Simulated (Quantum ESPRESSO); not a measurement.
## What a tighter setting buys: ecutwfc, Sr3AlN3 (P6_3/m, 14 atoms in the cell)

Cell: a = 7.6614 Å, b = 7.6614 Å, c = 5.3959 Å, α = 90.00°, β = 90.00°, γ = 120.00°.

Level of theory: PBEsol, PseudoDojo standard norm-conserving (PBESOL) pseudopotentials (plane waves; Quantum ESPRESSO).

Base settings: ecutwfc = 85 Ry; occupations = smearing; smearing = gauss; degauss = 0.000734986 Ry; potentials = {Sr: Sr.upf, Al: Al.upf, N: N.upf}; K_POINTS = automatic 3 3 3 0 0 0; conv_thr = 1e-08 Ry; mixing_beta = 0.5.

Misses are taken against the tightest run, 170 Ry, which need not be fully converged itself. The energy is the free energy per atom.

The count of work is k-points × plane waves × bands × iterations; it is no time, and leaves out set-up, grids and terms that scale otherwise. Core times come from one kind of shared machine and are given to one figure; runs under 30 s give none.

The starting cell comes from a database of computed structures (which also holds hypothetical and non-ambient phases and stackings), without a prior relaxation at this level.

The runs (ecutwfc): 34 Ry | 42 Ry | 51 Ry | 59 Ry | 68 Ry | 76 Ry | 85 Ry | 98 Ry | 110 Ry | 128 Ry | 149 Ry | 170 Ry.

Problem. Which is the coarsest setting among those run that, with all tighter ones, holds the energy within 20 meV/atom of the reference, and what does it save?

Solution. 68 Ry, off by 6.0 meV/atom; it needs 0.22 of the reference's count of work and about 0.2 of the reference's time.

Problem. For at most 0.1 times the reference's count of work, which run misses the energy least?

Solution. 42 Ry, with a miss of 510 meV/atom at a count of 0.074.

Problem. What does the step from 59 Ry to 149 Ry buy?

Solution. It takes the miss in the energy from 35 to 0.14 meV/atom, for 4.2 times the count of work and roughly 5 times the time.

```tsv
ecutwfc	energy less reference (meV/atom)	pressure less reference (GPa)	largest difference in the force on any atom (eV/Å)	count of work / reference	core time / reference (rough)
34 Ry	1437.69	-31.55	0.098	0.054	0.05
42 Ry	513.48	-15.88	0.094	0.074	0.06
51 Ry	136.77	-5.99	0.011	0.21	0.2
59 Ry	35.06	-2.05	0.007	0.17	0.2
68 Ry	6.04	-0.45	0.001	0.22	0.2
76 Ry	1.29	-0.07	0.002	0.24	0.4
85 Ry	0.66	0.00	0.001	0.28	0.3
98 Ry	0.57	0.00	0.001	0.33	0.7
110 Ry	0.43	0.00	0.001	0.44	0.6
128 Ry	0.28	0.00	0.001	0.56	1
149 Ry	0.14	0.00	0.001	0.74	0.9
170 Ry	0.00	0.00	0.000	1.0	1
```
